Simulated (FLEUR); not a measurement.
## Cost against accuracy: Kmax for SrMg₃ (Pm-3m, 4 atoms in the cell)

```yaml
crystal:
  lattice:
    - [4.94302, 0.00000, 0.00000]
    - [0.00000, 4.94302, 0.00000]
    - [0.00000, 0.00000, 4.94302]
  atoms:
    - { symbol: Sr, position: [0.00000, 0.00000, 0.00000] }
    - { symbol: Mg, position: [0.50000, 0.50000, 0.00000] }
    - { symbol: Mg, position: [0.00000, 0.50000, 0.50000] }
    - { symbol: Mg, position: [0.50000, 0.00000, 0.50000] }
```

Computed with LDA (Vosko-Wilk-Nusair), all-electron FLAPW (FLEUR), scalar-relativistic valence.

Base settings: Kmax = 3.8 1/bohr; GmaxXC = 15.2 1/bohr; xcFunctional = vwn; jspins = 1; l_soc = F; mode = hist; fermiSmearingEnergy = 0.00183747 Htr; mesh (inpgen div1-3) = 5 5 5; inpgen gamma flag = false; Gmax = 15.2 1/bohr.

Misses are taken against the tightest run, 4.65 1/bohr (Gmax: 15.2 1/bohr → 18.6 1/bohr; GmaxXC: 15.2 1/bohr → 18.6 1/bohr), which need not be fully converged itself. The energy is the free energy per atom.

Core times come from one kind of shared machine and are given to one figure; runs under 30 s give none.

The starting cell comes from a database of computed structures (which also holds hypothetical and non-ambient phases and stackings), without a prior relaxation at this level. Its lattice was rescaled by a random factor within 2.5 % of one. Values depend on the basis (sphere radii, cutoffs, local orbitals), which need not be converged.

The runs (Kmax): 2.4 1/bohr (Gmax: 15.2 1/bohr → 9.6 1/bohr; GmaxXC: 15.2 1/bohr → 9.6 1/bohr) | 2.69 1/bohr (Gmax: 15.2 1/bohr → 10.8 1/bohr; GmaxXC: 15.2 1/bohr → 10.8 1/bohr) | 3.18 1/bohr (Gmax: 15.2 1/bohr → 12.7 1/bohr; GmaxXC: 15.2 1/bohr → 12.7 1/bohr) | 3.4 1/bohr (Gmax: 15.2 1/bohr → 13.6 1/bohr; GmaxXC: 15.2 1/bohr → 13.6 1/bohr) | 3.6 1/bohr (Gmax: 15.2 1/bohr → 14.4 1/bohr; GmaxXC: 15.2 1/bohr → 14.4 1/bohr) | 3.8 1/bohr | 4.08 1/bohr (Gmax: 15.2 1/bohr → 16.3 1/bohr; GmaxXC: 15.2 1/bohr → 16.3 1/bohr) | 4.33 1/bohr (Gmax: 15.2 1/bohr → 17.3 1/bohr; GmaxXC: 15.2 1/bohr → 17.3 1/bohr) | 4.65 1/bohr (Gmax: 15.2 1/bohr → 18.6 1/bohr; GmaxXC: 15.2 1/bohr → 18.6 1/bohr).

Question: Which is the coarsest setting among those run that, with all tighter ones, holds the energy within 20 meV/atom of the reference, and what does it save?

Answer: 3.18 1/bohr (Gmax: 15.2 1/bohr → 12.7 1/bohr; GmaxXC: 15.2 1/bohr → 12.7 1/bohr), off by 3.2 meV/atom; it needs about 0.3 of the reference's time.

Question: Which is the coarsest setting among those run that, with all tighter ones, holds the energy within 1 meV/atom of the reference, and what does it save?

Answer: 3.6 1/bohr (Gmax: 15.2 1/bohr → 14.4 1/bohr; GmaxXC: 15.2 1/bohr → 14.4 1/bohr), off by 0.51 meV/atom; it needs about 0.3 of the reference's time.

Question: What does the step from 3.18 1/bohr (Gmax: 15.2 1/bohr → 12.7 1/bohr; GmaxXC: 15.2 1/bohr → 12.7 1/bohr) to 4.33 1/bohr (Gmax: 15.2 1/bohr → 17.3 1/bohr; GmaxXC: 15.2 1/bohr → 17.3 1/bohr) buy?

Answer: It takes the miss in the energy from 3.2 to 0.03 meV/atom, for roughly 3 times the time.

```tsv
Kmax	energy less reference (meV/atom)	core time / reference (rough)
2.4 1/bohr (Gmax: 15.2 1/bohr → 9.6 1/bohr; GmaxXC: 15.2 1/bohr → 9.6 1/bohr)	103.01	–
2.69 1/bohr (Gmax: 15.2 1/bohr → 10.8 1/bohr; GmaxXC: 15.2 1/bohr → 10.8 1/bohr)	30.44	–
3.18 1/bohr (Gmax: 15.2 1/bohr → 12.7 1/bohr; GmaxXC: 15.2 1/bohr → 12.7 1/bohr)	3.16	0.3
3.4 1/bohr (Gmax: 15.2 1/bohr → 13.6 1/bohr; GmaxXC: 15.2 1/bohr → 13.6 1/bohr)	1.22	0.3
3.6 1/bohr (Gmax: 15.2 1/bohr → 14.4 1/bohr; GmaxXC: 15.2 1/bohr → 14.4 1/bohr)	0.51	0.3
3.8 1/bohr	0.23	0.4
4.08 1/bohr (Gmax: 15.2 1/bohr → 16.3 1/bohr; GmaxXC: 15.2 1/bohr → 16.3 1/bohr)	0.08	0.5
4.33 1/bohr (Gmax: 15.2 1/bohr → 17.3 1/bohr; GmaxXC: 15.2 1/bohr → 17.3 1/bohr)	0.03	0.7
4.65 1/bohr (Gmax: 15.2 1/bohr → 18.6 1/bohr; GmaxXC: 15.2 1/bohr → 18.6 1/bohr)	0.00	1
```
